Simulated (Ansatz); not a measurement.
The reference is WSe2 in the 2H-MoS2 type structure (space group P6_3/mmc, No. 194; a = 3.300 Å, c = 13.147 Å; layered, stacked along the Cartesian z axis).

Level of theory: Kohn–Sham DFT with the r2SCAN+rVV10 functional, run in Ansatz (an electronic-structure program) with PAW and 500 eV plane waves, no spin-orbit coupling, earlier PAW set.

For the base:

The valence-band top at Γ is 0.00, -1.06, -1.29 eV, the lattice parameter a is 6.235 bohr and the hole mass is 0.96 mₑ along c, 0.77 mₑ across (at Γ).

Now apply this change: S takes the place of Se on all its sites, then cell and atoms are relaxed.

### Question
Estimate the effect on the valence-band top at Γ.

### Answer
The valence-band top at Γ (three highest levels, from the VBM) becomes 0.00, -1.17, -1.71 eV (base: 0.00, -1.06, -1.29 eV).

### Question
Predict the new lattice parameter a.

### Answer
The lattice parameter a drops by 0.244 bohr (6.235 bohr → 5.991 bohr).

### Question
What does the calculation give for the hole mass after the change?

### Answer
The hole mass becomes 0.74 mₑ along c, 0.62 mₑ across (at Γ) (base: 0.96 mₑ along c, 0.77 mₑ across (at Γ)).

Spin-orbit coupling, missing from the scalar runs, can matter with W. The levels and masses belong to the bands next to the band gap. Effective masses come from finite differences of ±0.01 Å⁻¹. Stability against distortions was not tested.
